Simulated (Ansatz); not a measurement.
PbS (model structure, started from the zincblende type, F-43m, No. 216, 2 atoms in the cell), treated with PBE-D3(BJ) (plane waves, PAW; Ansatz, a first-principles code).

The input as run:

Ansatz 0.2 input:
```yaml
crystal:
  lattice:
    - [0.0, 3.332810045, 3.332810045]
    - [3.332810045, 0.0, 3.332810045]
    - [3.332810045, 3.332810045, 0.0]
  atoms:
    - { symbol: S, position: [0.75, 0.75, 0.75] }
    - { symbol: Pb, position: [0.0, 0.0, 0.0] }
basis:
  ecutwfc: 520
  ecutrho_ratio: 4
  xc_grid: 2
kpoints:
  mp_grid: { grid: [10, 10, 10] }
hamiltonian:
  xc: pbe
  dispersion: d3bj
  pseudopotentials: { kind: paw }
scf:
  occupations: { method: fermi_dirac, width: 0.01 }
output:
  forces: true
  stress: true
  eigenvalues: true
relax:
  f_tol: 0.004
  escape_saddle: false
  max_steps: 80
```

Excerpt of the program's output:

```
WARN output.stress: scf.convergence.dr2_threshold = 1e-7 eV (the SCF's general default) is looser than the 2e-10 eV advised for a printed stress (1e-10 eV for …
Relaxation: its limit of steps is 80 (relax.max_steps)
Crystal: 2 atoms, lattice volume = 74.039 Å³
Basis set: ecut = 520 eV, 1989 PW (Γ), exchange–correlation on 72×72×72 points (8 copies of the dense FFT grid, shifted against one another)
Bands: 14, of which v1, the nominal top of the filled ones, is band 10 counted from 1 (9 counted from 0)
Symmetry: 24 space group operations
Space group: F-43m (ITA 216), of the structure as read, at distance tolerance 4.2e-5 Å
k-points: 47 of 1000 (time reversal used)
Functional: x = pbe(κ = 0.804, μ = 0.2195149727645171), c = pbe(β = 0.06672455060314922)
SCF iter   1: F=—  HF=-12809.716205 eV  |F-HF|=—  |Δ(HF+E_count)|=         —  Δρ=2.56e-3  dr2=1.25e-2
SCF iter   2: F=—  HF=-12809.714031 eV  |F-HF|=—  |Δ(HF+E_count)|=   2.17e-3  Δρ=1.69e-3  dr2=3.48e-3
  ...
SCF iter   6: F=—  HF=-12809.713595 eV  |F-HF|=—  |Δ(HF+E_count)|=   3.65e-7  Δρ=2.41e-5  dr2=3.72e-7
SCF iter   7: F=-12809.713595 eV  HF=-12809.713595 eV  |F-HF|=8.14e-9  |Δ(HF+E_count)|=   1.77e-8  Δρ=6.91e-6  dr2=2.90e-8
SCF 1 converged in 7 iterations: F = -12809.713595 eV  dr2 = 2.90e-8
SCF converged after 7 iterations
Free energy (F): -12809.713595 eV
Internal energy: -12809.713595 eV  (E = F + TS)
E sigma→0 (E₀):  -12809.713595 eV
Fermi energy:    4.877294 eV
--- Stress (GPa, compression-positive) ---
       -0.903995      -0.000000      -0.000000
        0.000000      -0.903995       0.000000
       -0.000000       0.000000      -0.903995
  P = ⅓ Tr σ = -0.9040 GPa (-9.040 kbar)
```

The cell is one volume of an energy–volume scan, off the minimum.

Note: the relaxation could raise the start's symmetry but not lower it, so the cell can be a saddle point.

A model structure was made by putting elements into a prototype or built by hand; it is no filed structure, need not be a known phase, and can be a saddle point held by its symmetry.
